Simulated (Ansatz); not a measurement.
## Computed paths: interstitial Li in 4H silicon carbide, charge state +1

Consider interstitial Li in 4H silicon carbide, charge state +1. Level of theory: PBE, PAW (plane waves to 420 eV; Ansatz, an electronic-structure program).

Cell of 72 host sites held at the relaxed PBE lattice; the Γ point alone; Fermi-Dirac width 0.01 eV, spin-restricted; finite-size errors left in. Static, classical nuclei. The charge state is imposed; whether it is stable for some Fermi level was not computed. Sites that were not tried may lie lower.

Barriers: single points on a 2×2×2 k-point mesh shifted by half a step along c at the bands' geometries.

```csv
Route,Start site over the lowest site run (eV),Hop (Å),Forward barrier (eV),Backward barrier (eV),Neighbours at the start,Neighbours at the saddle,Saddle order,"Forward, on the band's own sampling (eV)"
one Li atom jumps by itself,0.00,2.40,1.96,1.76,"3 C at 1.89, C at 1.91; 3 Si at 2.26, 3 Si at 2.28 Å",3 C at 1.87; 3 Si at 1.97 Å,"not checked, on a symmetry element",1.93
```

Paths come from nudged elastic bands with a climbing image.  A band can be held on a symmetry element, so unchecked saddle points there may be too high. A further band (one Li atom jumps by itself, 3.09 Å) gave 1.94 eV forward on its own sampling, 2.15 eV above the lowest site run, but a shoulder points to a second hump between its images, so it is not taken as a result.
